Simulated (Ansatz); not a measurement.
Worked example: self-consistent single point of ZrSe (P-6m2, 2 atoms in the cell) in Ansatz (a first-principles code).

Computed with PBEsol, PAW files made with PBE (plane waves; Ansatz).

The change in words: lattice scaled by 0.98. Reference geometry:
```
ZrSe
1.0
    3.60943     0.00000     0.00000
   -1.80472     3.12586     0.00000
    0.00000     0.00000     3.66107
Zr Se
1 1
Direct
  0.00000   0.00000   0.00000
  0.33333   0.66667   0.50000
```

Reference input (self-consistent single point, DFT, PBEsol, plane waves, PAW files made with PBE): kpoints.mp_grid.grid = 7 7 6; hamiltonian.xc = pbesol; hamiltonian.pseudopotentials = {kind: paw} (the program's default PAW files); scf.occupations.method = fermi_dirac; scf.occupations.width = 0.01 Ry. This run's input differs from it in these lines:

```diff
@@ -3,5 +3,5 @@
   lattice:
-    - [3.609431, 0.000000, 0.000000]
-    - [-1.804715, 3.125859, 0.000000]
-    - [0.000000, 0.000000, 3.661066]
+    - [3.537242, 0.000000, 0.000000]
+    - [-1.768621, 3.063342, 0.000000]
+    - [0.000000, 0.000000, 3.587845]
   atoms:
```

Log, with long lists cut:

```
SCF iter   1: F=—  HF=-9557.208764 eV  |F-HF|=—  |Δ(HF+E_count)|=         —  Δρ=7.47e-2  dr2=4.42e0  ethr=3.10e-3  ⟨swp⟩=5.1  Hψ=2626  notcnv=0
all-band conjugate gradients solve this SCF's bands
preconditioner: auto → none
SCF iter   2: F=—  HF=-9556.588207 eV  |F-HF|=—  |Δ(HF+E_count)|=   6.21e-1  Δρ=5.27e-2  dr2=2.41e0  ethr=3.10e-3  ⟨swp⟩=2.0  Hψ=934  notcnv=0
   [... lines left out ...]
SCF iter   5: F=—  HF=-9555.837345 eV  |F-HF|=—  |Δ(HF+E_count)|=   6.27e-4  Δρ=5.28e-4  dr2=1.91e-4  ethr=1.83e-5  ⟨swp⟩=2.4  Hψ=912  notcnv=0
SCF iter   6: F=—  HF=-9555.837264 eV  |F-HF|=—  |Δ(HF+E_count)|=   8.13e-5  Δρ=9.50e-5  dr2=3.06e-6  ethr=6.81e-7  ⟨swp⟩=2.0  Hψ=929  notcnv=0
SCF iter   7: F=—  HF=-9555.837272 eV  |F-HF|=—  |Δ(HF+E_count)|=   7.96e-6  Δρ=1.60e-5  dr2=3.35e-8  ethr=3.57e-10  ⟨swp⟩=4.3  Hψ=3007  notcnv=0
SCF iter   8: F=-9555.837272 eV  HF=-9555.837272 eV  |F-HF|=5.38e-10  |Δ(HF+E_count)|=   3.53e-8  Δρ=1.71e-6  dr2=1.15e-9  ethr=1.20e-10  ⟨swp⟩=2.2  Hψ=1825  notcnv=0
SCF 1 converged in 8 iterations: F = -9555.837272 eV  dr2 = 1.15e-9
Free energy (F): -9555.837272 eV
Internal energy: -9555.810766 eV  (E = F + TS)
E sigma→0 (E₀):  -9555.824019 eV
Entropy (-TS):   -0.026506 eV (-13.253 meV/atom)
Fermi energy:    14.945020 eV
--- Forces (eV/Å), atoms counted from 1 ---
  atom   1  Zr     0.00000000    -0.00000000     0.00000000
  atom   2  Se     0.00000000    -0.00000000     0.00000000
--- Stress (GPa, compression-positive) ---
       -0.158766       0.000000       0.000000
        0.000000      -0.158766       0.000000
        0.000000       0.000000       0.401407
  P = ⅓ Tr σ = 0.0280 GPa (0.280 kbar)
  The stress holds the Pulay correction. Without it, at fixed plane waves, as pw.x and ABINIT print it: P = 0.0133 GPa
```

The run converged in 8 iterations. Against the reference run the free energy goes down by 28.0 meV/atom and the pressure goes from -7.01 to 0.03 GPa.

The starting cell comes from a database of computed structures (which also holds hypothetical and non-ambient phases and stackings), without a prior relaxation at this level. Its lattice was rescaled by a random factor within 2.5 % of one. For this run, on top of that: lattice scaled by 0.98. Ansatz's pressure includes its estimate of the finite-basis (Pulay) stress.

Keys are those of Ansatz 0.2.
